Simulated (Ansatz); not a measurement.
Base system: C in the diamond structure (space group Fd-3m, No. 227; a = 3.554 Å). Axes: x, y, z lie along the cube axes.

Computed with Ansatz (an electronic-structure program), PBEsol, PAW, cutoff 420 eV, without spin-orbit coupling.

Strains are applied to the cell and any free atomic positions relax; under biaxial strain the out-of-plane vector relaxes too; under stress the whole cell relaxes.

One change was made to it. Results:

| quantity | base | after |
|---|---|---|
| band gap | 4.03 eV | 3.82 eV |
| smallest direct gap | 5.57 eV | 5.43 eV |
| volume per atom | 5.61 Å³ | 5.58 Å³ |

**Question.** Which change produced these results?
A. uniaxial stress, 8 GPa compression along x
B. biaxial strain −1.20 %, plane normal [001], relaxed out of plane
C. strain tensor (xx, yy, zz, yz, xz, xy) = (+1.41, −1.82, −0.11, −0.09, +0.87, −0.05) %
D. uniaxial stress, 8 GPa tension along x
E. isotropic strain +0.33 %

**Answer.** A, uniaxial stress, 8 GPa compression along x. For comparison, the band gap in the other runs: biaxial strain −1.20 %, plane normal [001], relaxed out of plane gives 3.88 eV; strain tensor (xx, yy, zz, yz, xz, xy) = (+1.41, −1.82, −0.11, −0.09, +0.87, −0.05) % gives 3.37 eV; isotropic strain +0.33 % gives 4.01 eV; uniaxial stress, 8 GPa tension along x gives 3.91 eV.

Stability under load was not tested beyond the relaxation.
